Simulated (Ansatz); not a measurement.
Structures of equal composition on the (111)B surface of zinc-blende CdTe (Te plane on top): 2x2 Cd adatom at T1; 2x2 Cd adatom at T4. The slabs share one bottom face, and each structure is named by its start. These are constructed structures in small cells; real faces may alloy, dewet or reconstruct in larger ones, and not all known structures of the face are among them. Slabs of about 16 Å with all that they carry, Fermi-Dirac smearing of 0.025 eV. Bottom of the slabs: H caps. Relaxed from the named starts with such symmetry as they have, on meshes of like density; energies extrapolated to zero smearing; no spin-orbit coupling, no U. Spin-polarised runs, if any, are marked in brackets, and their order is one that fits the cell; the others ran without spin. Where a second, spin-polarised start was run, the lower counts.

Host crystal: zinc-blende CdTe, with a band gap (PBE, scalar-relativistic without spin-orbit coupling).

Calculation: PBE (plane waves to 420 eV, PAW; Ansatz, a first-principles code).

**Question.** Order them by energy per 1x1 cell (lowest first) at the level PBE.

**Answer.** 2x2 Cd adatom at T4 (0.000 eV, gap 0.66 eV on the mesh), 2x2 Cd adatom at T1 (0.288 eV [spin, 0.4 μB a cell], no gap over 0.04 eV on the mesh)
